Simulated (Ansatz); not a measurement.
C (model structure, I4/mmm, No. 139, 4 atoms in the cell)

Computed with LDA (Ansatz, a quantum-chemistry and plane-wave program, plane waves, PAW).

Numerical settings: plane-wave cutoff 520 eV, 16×16×16 k mesh, Fermi–Dirac smearing 0.01 eV, scalar-relativistic PAW data made under PBE.

Cell (relaxed at this level):

```cif
data_C4
_chemical_formula_sum 'C4'
_space_group_name_H-M_alt 'P 1'
_space_group_IT_number 1
_cell_length_a 3.30311
_cell_length_b 3.30311
_cell_length_c 3.30311
_cell_angle_alpha 98.126
_cell_angle_beta 98.126
_cell_angle_gamma 135.831
loop_
_space_group_symop_operation_xyz
  'x, y, z'
loop_
_atom_site_label
_atom_site_type_symbol
_atom_site_fract_x
_atom_site_fract_y
_atom_site_fract_z
_atom_site_occupancy
C1 C 0.18037 0.18037 0.36073 1
C2 C 0.18037 0.81963 0.00000 1
C3 C 0.81963 0.18037 0.00000 1
C4 C 0.81963 0.81963 0.63927 1
```

```json
{
 "band_gap": "2.27 eV (indirect)",
 "smallest_direct_gap_on_the_k_points_sampled": "4.58 eV",
 "direct gap at Γ": "5.36 eV"
}
```

Note: the relaxation could raise the start's symmetry but not lower it, so the cell can be a saddle point.

The result took roughly 9 core-seconds.

A model structure was made by putting elements into a prototype or built by hand; it is no filed structure, need not be a known phase, and can be a saddle point held by its symmetry.
